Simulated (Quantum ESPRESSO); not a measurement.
A series of runs on HfN2 (P6_3/mmc, 6 atoms in the cell)

```yaml
crystal:
  lattice:
    - [3.27581, 0.00000, 0.00000]
    - [-1.63790, 2.83693, 0.00000]
    - [0.00000, 0.00000, 7.65082]
  atoms:
    - { symbol: Hf, position: [0.33333, 0.66667, 0.75000] }
    - { symbol: Hf, position: [0.66667, 0.33333, 0.25000] }
    - { symbol: N, position: [0.00000, 0.00000, 0.90592] }
    - { symbol: N, position: [0.00000, 0.00000, 0.09408] }
    - { symbol: N, position: [0.00000, 0.00000, 0.40592] }
    - { symbol: N, position: [0.00000, 0.00000, 0.59408] }
```

Base run A: Quantum ESPRESSO with PBEsol, GBRV 1.5 ultrasoft (PBESOL) pseudopotentials, self-consistent single point.

Its settings: ecutwfc = 40 Ry; ecutrho = 320 Ry; occupations = fixed; potentials = {Hf: hf_pbesol_v1.uspp.F.UPF, N: n_pbesol_v1.2.uspp.F.UPF}; K_POINTS = automatic 8 8 3 0 0 0; nbnd = 26; conv_thr = 1e-09 Ry; mixing_beta = 0.7.

The starting cell comes from a database of computed structures (which also holds hypothetical and non-ambient phases and stackings), without a prior relaxation at this level. Its lattice was rescaled by a random factor within 2.5 % of one. Spin-orbit coupling is off. In the base run, with a pressure of about -10 GPa the cell is away from its equilibrium volume at this level.

ΔF is the free energy per atom less that of run A. 

Run A gave: pressure (GPa) -9.86; largest force (eV/Å) 0.065; gap on the mesh (eV) 0.537; k-points 20.

Runs:
- B: K_POINTS = automatic 4 4 2 0 0 0
- C: K_POINTS = automatic 5 5 2 0 0 0
- D: K_POINTS = automatic 6 6 3 0 0 0

**Question.** What does run C change against A?

**Answer.** The free energy goes up by 7.0 meV/atom, the pressure goes from -9.86 to -9.75 GPa, the largest force goes from 0.065 to 0.045 eV/Å and the gap on the mesh goes from 0.537 to 0.776 eV.

**Question.** What does run B change against A?

**Answer.** The free energy rises by 11.4 meV/atom, the pressure goes from -9.86 to -9.65 GPa, the largest force goes from 0.065 to 0.004 eV/Å and the gap on the mesh goes from 0.537 to 0.512 eV.

| run | ΔF (meV/atom) | pressure (GPa) | largest force (eV/Å) | gap on the mesh (eV) | k-points |
|---|---|---|---|---|---|
| A | 0.00 | -9.86 | 0.065 | 0.537 | 20 |
| B | 11.4 | -9.65 | 0.004 | 0.512 | 8 |
| C | 7.0 | -9.75 | 0.045 | 0.776 | 10 |
| D | 0.24 | -9.85 | 0.061 | 0.536 | 14 |
